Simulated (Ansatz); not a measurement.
System: spinel GeFe₂O₄. Method: LDA (Ansatz, a program for electronic structure, plane waves, PAW).

Run with plane-wave cutoff 520 eV, 12×12×12 k mesh, Fermi–Dirac smearing 0.05 eV, spin-polarised with parallel moments, scalar-relativistic PAW data made under PBE.

Computed at the level's own relaxed cell.

Task: Predict the equilibrium volume per atom, bulk modulus, lattice constant a and pressure derivative B′ of the bulk modulus.

Result: 
- equilibrium volume per atom = 10.02 Å³/atom
- bulk modulus = 213 GPa
- lattice constant a = 8.247 Å
- pressure derivative B′ of the bulk modulus = 4.5

Note: the magnetic order was assumed, not searched for or taken from measurement; the volume lies 6 % below that of the published cell; functionals without U or exact exchange can leave correlated insulators metallic, so the missing gap need not be real.

The result took very roughly 40 core-minutes.
